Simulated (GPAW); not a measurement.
Input and output of a self-consistent single point for AlRu (Pm-3m, 2 atoms in the cell) (GPAW).

Method of the run: vdW-DF2, GPAW PAW datasets PBE (gpaw-data 1.0.1) (plane waves; GPAW 25.7.0).

```
CELL_PARAMETERS angstrom
      2.99160     0.00000     0.00000
      0.00000     2.99160     0.00000
      0.00000     0.00000     2.99160
ATOMIC_POSITIONS crystal
  Ru 0.50000 0.50000 0.50000
  Al 0.00000 0.00000 0.00000
```

Reference input (self-consistent single point, DFT PBE, plane waves, GPAW PAW datasets PBE (gpaw-data 1.0.1)): mode = pw; ecut = 600 eV; xc = PBE; kpts = 11 11 11; mesh shift (steps) = 0 0 0; occupations.name = methfessel-paxton; occupations.width = 0.1 eV; occupations.order = 1; nbands = -6; symmetry.symmorphic = false; symmetry.tolerance = 0.0005; maxiter = 100. This run's input differs from it in these lines:

```diff
@@ -13,3 +13,3 @@
 calc = GPAW(mode={'name': 'pw', 'ecut': 600},
-            xc='PBE',
+            xc={'name': 'vdW-DF2', 'backend': 'libvdwxc'},
             kpts=(11, 11, 11),
```

Output (repeated stretches shortened):

```
     iter     time        total  log10-change:
                         energy   eigst   dens
iter:   1 --:--:--  -129.982608
iter:   2 --:--:--  -129.831666   -1.14  -1.29
iter:   3 --:--:--  -129.536427   -0.93  -1.32
iter:   4 --:--:--  -129.382184   -1.53  -1.57
iter:   5 --:--:--  -129.353445   -1.84  -1.56
iter:   6 --:--:--  -129.337957   -3.82  -1.96
iter:   7 --:--:--  -129.310106   -2.05  -2.03
iter:   8 --:--:--  -129.300017   -3.13  -2.34
iter:   9 --:--:--  -129.300068   -5.38  -3.33
iter:  10 --:--:--  -129.300226c  -5.08  -3.34
iter:  11 --:--:--  -129.300221c  -4.18  -3.16
iter:  12 --:--:--  -129.300033c  -4.67  -3.20
iter:  13 --:--:--  -129.300018c  -6.21  -3.68
iter:  14 --:--:--  -129.300019c  -6.82  -4.27c
iter:  15 --:--:--  -129.300019c  -8.26c -4.60c
Converged after 15 iterations.

Dipole moment: (-0.000000, 0.000000, -0.000000) |e|*Ang

Energy contributions relative to reference atoms: (reference = -129848.548248)

Kinetic:        +19.122453
Potential:      -17.619516
External:        +0.000000
XC:            -130.352801
Entropy (-ST):   -0.000833
Local:           -0.449600
SIC:             +0.000000
--------------------------
Free energy:   -129.300297
Extrapolated:  -129.300019

Non-local vdW-DF2 correlation energy: 0.320222
Semilocal GGA_X_RPW86+LDA_C_PW energy: -100.769549
(Not including atomic contributions)
Showing only first 2 kpts
 Kpt  Band  Eigenvalues  Occupancy
  0     7     10.79565   -0.06820
  0     8     10.79565   -0.06820
  0     9     10.79565   -0.06820
  0    10     16.76729    0.00000

  1     7     10.60754    1.94915
  1     8     10.60754    1.94915
   [... lines left out ...]
  1    10     16.01570    0.00000

Fermi level: 10.68203

No gap
No difference between direct/indirect transitions
Energy (eV): -129.300019

Forces in eV/Ang:
  0 Ru   -0.00000    0.00000    0.00000
  1 Al   -0.00000    0.00000    0.00000

Stress tensor:
    -0.098331     0.000000     0.000000
     0.000000    -0.098331     0.000000
     0.000000     0.000000    -0.098331
Stress (GPa, Voigt): [-15.7544 -15.7544 -15.7544   0.       0.       0.    ]
```

The run converged in 15 iterations. GPAW prints stress with tension positive. Against the reference run the pressure goes from 3.24 to 15.75 GPa.

The starting cell comes from a database of published, mostly measured structures (it also holds non-ambient and calculated ones), without a prior relaxation at this level. Spin polarisation is off. With a pressure of about 16 GPa the cell is away from its equilibrium volume at this level.
